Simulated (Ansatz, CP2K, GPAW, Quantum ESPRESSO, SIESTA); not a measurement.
**One structure in several programs: Hf2Ni (I4/mcm, 6 atoms in the cell)**

Self-consistent single point.

```
Hf2Ni
1.0
   -3.17787     3.17787     2.61804
    3.17787    -3.17787     2.61804
    3.17787     3.17787    -2.61804
Hf Ni
4 2
Direct
  0.83439   0.66561   0.50000
  0.16561   0.33439   0.50000
  0.66561   0.16561   0.83122
  0.33439   0.83439   0.16878
  0.75000   0.75000   0.00000
  0.25000   0.25000   0.00000
```

Shared settings, as Ansatz (a program for electronic structure) writes them: kpoints.mp_grid.grid = 6 6 6; scf.occupations.method = fermi_dirac; scf.occupations.width = 0.0073 Ry. Potentials and cutoffs stand in the table.

```
code                                                                                                                                 model  pressure (GPa)  largest force (eV/Å)       cutoff
----------------  ------------------------------------------------------------------------------------------------------------------------  --------------  --------------------  -----------
CP2K                                                  LDA (Pade form), GPW, DZVP-MOLOPT-SR-GTH basis, GTH-PADE potentials (GTH_POTENTIALS)          -16.01                 0.002  grid 600 Ry
SIESTA            LDA PW92, numerical atomic orbitals DZP, PseudoDojo LDA standard norm-conserving potentials (rewritten from UPF to PSML)           -9.22                 0.092  grid 300 Ry
Ansatz                                                                                                 LDA (PW92), PAW files made with PBE           -7.29                 0.051      default
GPAW                                                                         LDA (Perdew-Wang 92), GPAW PAW datasets LDA (gpaw-data 1.0.1)           -6.85                 0.047       850 eV
Quantum ESPRESSO                                                                      LDA (PZ), PSlibrary ultrasoft (LDA) pseudopotentials           -8.76                 0.013        55 Ry
```

On Ansatz's run: spin-orbit coupling is off. Spin polarisation is off.

The spread over the programs that give each value: pressure within 9.16 GPa; largest force within 0.090 eV/Å.

CP2K and SIESTA use small atom-centred bases, whose incompleteness enters pressures, forces and empty levels differently from a plane-wave cutoff. Ansatz's pressure is given at a fixed set of plane waves, as the other plane-wave codes print theirs; with its correction for the finite basis it is -7.24 GPa. The same LDA comes in different parametrisations, which differ slightly. In the pressure, CP2K (by 8.73), SIESTA (by 1.93) and Quantum ESPRESSO (by 1.47) lie more than 1 GPa from the median of the plane-wave programs.

The starting cell comes from a database of computed structures (which also holds hypothetical and non-ambient phases and stackings), without a prior relaxation at this level.

Keys are those of Ansatz 0.2.
